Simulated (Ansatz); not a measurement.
An Ansatz (an electronic-structure program) run: Cr2C with a change (uniaxial stress, 3 GPa compression along z); PBEsol (Ansatz; PAW; 420 eV plane waves; without spin-orbit coupling).

Input:

Ansatz 0.2 input:
```yaml
crystal:
  lattice:
    - [2.7974988069, 0, 0]
    - [-1.3987494034, 2.4227050339, 0]
    - [0, 0, 4.2180536125]
  atoms:
    - { symbol: Cr, position: [0.6666666667, 0.3333333333, 0.2470429217] }
    - { symbol: Cr, position: [0.3333333333, 0.6666666667, 0.7529570783] }
    - { symbol: C, position: [0, 0, 0.5] }
basis: { ecutwfc: 420, ecutrho_ratio: 4, xc_grid: 2, fft_grid_basis: typed }
kpoints: { mp_grid: { grid: [24, 24, 14] } }
hamiltonian:
  xc: pbesol
  dispersion: none
  pseudopotentials: { kind: paw }
scf: { occupations: { method: fermi_dirac, width: 0.1 } }
relax: { f_tol: 0.005, max_steps: 50, cell: { stress_tol: 0.01, sigma_target: [0, 0, 3, 0, 0, 0] } }
output: { forces: true, stress: true }
checkpoint: { write: state.ck, write_every: 1000 }
```

Output (explanatory and most iteration lines left out):

```
Relaxation: its limit of steps is 50 (relax.max_steps)
Pseudopotential: Cr, paw, valence charge 14
Pseudopotential: C, paw, valence charge 4
Crystal: 3 atoms, lattice volume = 28.588 Å³
Basis set: ecut = 420 eV, 579 PW (Γ), exchange–correlation on 40×40×60 points (8 copies of the dense FFT grid, shifted against one another)
Bands: 20, of which v1, the nominal top of the filled ones, is band 16 counted from 1 (15 counted from 0)
Symmetry: 12 space group operations
Space group: P-3m1 (ITA 164), of the structure as read, at distance tolerance 3.1e-5 Å
k-points: 776 of 8064
Functional: x = pbesol(κ = 0.804, μ = 0.12345679012345678), c = pbesol(β = 0.046)
SCF iter   1: F=—  HF=-6945.482329 eV  |F-HF|=—  |Δ(HF+E_count)|=         —  Δρ=1.84e-2  dr2=7.04e-2  ethr=1.77e-3  ⟨swp⟩=4.6  Hψ=120702  notcnv=0
SCF iter   2: F=—  HF=-6945.467102 eV  |F-HF|=—  |Δ(HF+E_count)|=   1.52e-2  Δρ=7.58e-3  dr2=1.30e-2  ethr=2.20e-4  ⟨swp⟩=2.1  Hψ=30161  notcnv=0  defer=19
SCF 1 converged in 7 iterations: F = -6945.463930 eV  dr2 = 4.10e-10
relax step   1: F+E_penalty+E_count = -6945.46392984 eV  Δ(F+E_penalty+E_count) = +0.000e0 eV  max|allowed force component| = 3.319e-4 eV/Å  Δτ_max = 0.0000 Å  P = +0.001 GPa  Ω = 28.588 Å³  (7 SCF iters, dr2 threshold 1.00e-7 eV, accepted)
[... steps on the carried basis left out ...]
relax step   8: F+E_penalty+E_count = -6945.46202467 eV  Δ(F+E_penalty+E_count) = +1.427e-6 eV  max|allowed force component| = 9.436e-6 eV/Å  Δτ_max = 0.0000 Å  P = +1.000 GPa  Ω = 28.489 Å³  stress off target by 8.46e-4 GPa  SCF on the basis re-selected at this cell (its energy is not comparable with the rows above)  (9 SCF iters)
SCF converged after 9 iterations
Free energy (F): -6945.462025 eV
Internal energy: -6945.388738 eV  (E = F + TS)
E sigma→0 (E₀):  -6945.425382 eV
Entropy (-TS):   -0.073286 eV (-24.429 meV/atom)
Fermi energy:    18.434702 eV
--- Forces (eV/Å), atoms counted from 1 ---
  atom   1  Cr    -0.00000000     0.00000000    -0.00000944
  atom   2  Cr     0.00000000    -0.00000000     0.00000944
  atom   3  C     -0.00000000    -0.00000000     0.00000000
--- Stress (GPa, compression-positive) ---
       -0.000286       0.000000       0.000000
        0.000000      -0.000286      -0.000000
        0.000000      -0.000000       2.999154
  P = ⅓ Tr σ = 0.9995 GPa (9.995 kbar)
--- Relaxed structure (6 steps of the walk, 6 accepted, 2 SCFs on fresh bases) ---
  cell:  # Å, volume = 28.4893 Å³
    - [2.802634700740559, -2.8920476919641384e-11, -8.170969380472818e-19]
    - [-1.4013173503452334, 2.427152848383582, 4.2851941262616e-33]
    - [-1.2320143560970633e-18, -7.113038201211726e-19, 4.188115741947198]
  atoms:
    - { symbol: Cr, position: [0.6666666666666667, 0.33333333333333337, 0.24687514821004378] }
    - { symbol: Cr, position: [0.33333333333333326, 0.6666666666666667, 0.7531248517899563] }
    - { symbol: C, position: [-1.925929944387236e-34, -2.407412430484045e-35, 0.5] }
```

Load acts through the strain it causes; cell and atoms are relaxed under it. sigma_target is in GPa, compression positive, in the order xx, yy, zz, yz, xz, xy. Beyond what the load breaks, stability against distortions was not tested. The final runs are not spin-polarised. The cell was made from Cr2C (space group P-3m1, No. 164; non-magnetic; a cell from a computed database, its experimental status unchecked) by this change: uniaxial stress, 3 GPa compression along z.
